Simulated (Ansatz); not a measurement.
Crystal: KSb$_{4}$F$_{13}$ (I-4, not sure to be the ambient phase, 18 atoms a cell, 16.3 Å³ an atom, -2 GPa at this level); planes in its conventional cell.

All values below come from PBEsol (plane waves, PAW; Ansatz, a program for electronic structure).

The gap is the functional's own, uncorrected, and κ follows it; spin-orbit coupling is left out. Mid-gap values are interpolated between the computed energies.

| plane | area of the cell (Å²) | mid-gap κ (1/Å) | largest κ in the gap (1/Å) |
|---|---|---|---|
| (110) | 43.2 | 0.54 | 0.55 |
| (100) | 61.1 | (withheld) | (withheld) |
| (101) | 55.2 | 0.54 | 0.55 |

Problem. The slowest decay depends on the direction. Supply the withheld values.

Solution. 
- (100), mid-gap κ (1/Å): 0.58
- (100), largest κ in the gap (1/Å): 0.60
